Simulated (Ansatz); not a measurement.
Density of states of SrAu2Sn2 (P4/nmm) near the Fermi level, PBEsol, rigid bands in Ansatz (an electronic-structure program).

(E − E_F (eV), states/eV/cell): (-1.95, 3.58); (-1.85, 3.68); (-1.75, 4.06); (-1.65, 4.19); (-1.55, 4.04); (-1.45, 4.07); (-1.35, 4.21); (-1.25, 4.60); (-1.15, 5.01); (-1.05, 5.51); (-0.95, 5.00); (-0.85, 4.67); (-0.75, 4.55); (-0.65, 4.57); (-0.55, 4.86); (-0.45, 4.88); (-0.35, 4.63); (-0.25, 4.34); (-0.15, 4.04); (-0.05, 3.88); (0.05, 3.76); (0.15, 3.74); (0.25, 3.56); (0.35, 3.67); (0.45, 3.69); (0.55, 3.58); (0.65, 3.32); (0.75, 3.07); (0.85, 2.82); (0.95, 2.87); (1.05, 2.96); (1.15, 3.08); (1.25, 3.20); (1.35, 2.99); (1.45, 2.88); (1.55, 2.37); (1.65, 2.50); (1.75, 2.59); (1.85, 2.57); (1.95, 2.73)

**Question.** With 10 atoms a cell, what bare Sommerfeld coefficient γ = (π²/3) k_B² N(E_F) follows?

**Answer.** N(E_F) ≈ 3.8 states/eV a cell at 300 K, so γ ≈ 0.90 mJ/(mol of atoms·K²), before electron-phonon enhancement.

**Question.** How far does the Fermi level move in a rigid band for 0.1 electron a cell added or removed?

**Answer.** 26 meV and -26 meV.

A metal at this level (no band gap); rigid bands, thermally averaged at 300 K, both spins. Spin-orbit coupling is left out, which matters with elements this heavy. Geometry: cell and atoms relaxed with PBEsol.

Computed structure, not matched to a measured one here, so possibly hypothetical: SrAu2Sn2 (P4/nmm).
